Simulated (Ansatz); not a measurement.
The parent structure is CsPbBr3 in the cubic perovskite structure (space group Pm-3m, No. 221; a = 5.937 Å).

All numbers come from DFT with r2SCAN, PAW potentials and a 500 eV plane-wave cutoff in Ansatz (a program for electronic structure), without spin-orbit coupling.

Base values:

| Property | Result |
|---|---|
| Electron mass | 0.091, 0.82, 0.82 mₑ (at R) |
| Hole mass | 0.17 mₑ (at R) |
| Density | 4.60 g/cm³ |
| Shortest interatomic distance | 2.969 Å |
| Band gap | 2.03 eV |

Perturbation: every Cs is replaced by Na, then cell and atoms are relaxed.

Tabulated Pauling electronegativity and covalent radius: Cs 0.79, 2.44 Å; Na 0.93, 1.66 Å.

**Question.** What happens to the electron mass?

**Answer.** The electron mass (degenerate bands, along [100]) changes from 0.091, 0.82, 0.82 mₑ (at R) to 0.087, 0.87, 0.87 mₑ (at R).

**Question.** What happens to the hole mass?

**Answer.** The hole mass goes from 0.17 mₑ (at R) to 0.16 mₑ (at R).

**Question.** Predict the new density.

**Answer.** The density shrinks by 0.81 g/cm³ (4.60 g/cm³ → 3.79 g/cm³).

**Question.** Predict the new shortest interatomic distance.

**Answer.** The shortest interatomic distance decreases by 0.0174 Å, from 2.969 Å to 2.951 Å.

**Question.** What does the calculation give for the band gap after the change?

**Answer.** The band gap shrinks by 0.028 eV, from 2.03 eV to 2.01 eV.

Spin-orbit coupling, missing from the scalar runs, can matter with Pb. Masses are band curvatures over ±0.01 Å⁻¹ around the edge. Stability against distortions was not tested. As relaxed here, NaPbBr3 is a hypothetical phase, not in the database extracts checked. Many cubic perovskites are stable only at high temperature; tilts and polar distortions were not tested. This is not the structure that CsPbBr3 has at room temperature and ambient pressure.
